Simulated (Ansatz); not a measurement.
An Ansatz (a first-principles code) input (Ansatz, PBEsol, PAW, cutoff 420 eV, without spin-orbit coupling):

Ansatz 0.2 input:
```yaml
crystal:
  lattice:
    - [3.8910552813, -0.0883269549, 0]
    - [-0.0883269549, 3.8910552813, 0]
    - [0, 0, 3.8910552813]
  atoms:
    - { symbol: Sr, position: [0, 0, 0] }
    - { symbol: Ti, position: [0.5, 0.5, 0.5] }
    - { symbol: O, position: [0, 0.5, 0.5] }
    - { symbol: O, position: [0.5, 0.5, 0] }
    - { symbol: O, position: [0.5, 0, 0.5] }
basis: { ecutwfc: 420, ecutrho_ratio: 4, xc_grid: 2, fft_grid_basis: typed }
kpoints: { mp_grid: { grid: [9, 9, 9] } }
hamiltonian:
  xc: pbesol
  dispersion: none
  pseudopotentials: { kind: paw }
scf: { occupations: { method: fermi_dirac, width: 0.05 }, convergence: { dr2_threshold: 0.0000000005 } }
relax: { f_tol: 0.005, max_steps: 50 }
output: { forces: true, stress: true }
checkpoint: { write: state.ck, write_every: 1000 }
```

Task: Which symmetry and how many k-points will the program report, and about how many plane waves at Γ?

Result: Space group Cmmm (ITA 65) with 8 operations, k-points 125 of 729, and 1169 plane waves at Γ.

The cells carry an imposed strain or load. No phonon test of stability was made. All final runs are without spin polarisation. The cell was made from SrTiO$_{3}$ in the cubic perovskite structure (space group Pm-3m, No. 221) by this change: tensor shear ε_xy = −2.27 %. Many cubic perovskites are stable only at high temperature; tilts and polar distortions were not tested.
